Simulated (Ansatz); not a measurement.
The parent structure is Pt in the fcc (Cu type) structure (space group Fm-3m, No. 225; a = 3.940 Å).

Calculations: r2SCAN (Ansatz, an electronic-structure program, PAW, without spin-orbit coupling).

For the base:

| Property | Result |
|---|---|
| Band gap | zero |
| Volume per atom | 15.29 Å³ |

Modification: a hydrostatic pressure of 3 GPa.

### Question
What does the calculation give for the band gap after the change?

### Answer
The band gap remains zero.

### Question
How does this affect the volume per atom?

### Answer
The volume per atom decreases by 0.16 Å³ to 15.13 Å³.

Load acts through the strain it causes; cell and atoms are relaxed under it. Stability against distortions was not tested. All final runs are without spin polarisation.
